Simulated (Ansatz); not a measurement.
# SnTe, response to strain

Consider SnTe in the rock salt structure (space group Fm-3m, No. 225; a = 6.3712 Å). Axes: x, y, z lie along the cube axes.

Strains are applied to the cell and any free atomic positions relax; under biaxial strain the out-of-plane vector relaxes too.

Computed with r2SCAN/PAW in Ansatz (an electronic-structure program), no SOC, earlier PAW set.

Candidates:
(a) isotropic strain +5.85 %
(b) biaxial strain +0.92 %, plane normal [111], relaxed out of plane
(c) biaxial strain −2.20 %, plane normal [001], relaxed out of plane
(d) strain tensor (xx, yy, zz, yz, xz, xy) = (+0.75, +1.48, +0.23, −1.38, +0.30, −0.04) %

Notes on the quantities. energy relative to the base: free energy F.

Q: Order them by energy relative to the base, lowest first.

A: (b) biaxial strain +0.92 %, plane normal [111], relaxed out of plane (+1.2 meV/atom), (d) strain tensor (xx, yy, zz, yz, xz, xy) = (+0.75, +1.48, +0.23, −1.38, +0.30, −0.04) % (+4.9 meV/atom), (c) biaxial strain −2.20 %, plane normal [001], relaxed out of plane (+14 meV/atom), (a) isotropic strain +5.85 % (+113 meV/atom)

No phonon test of stability was made. The final runs are not spin-polarised.
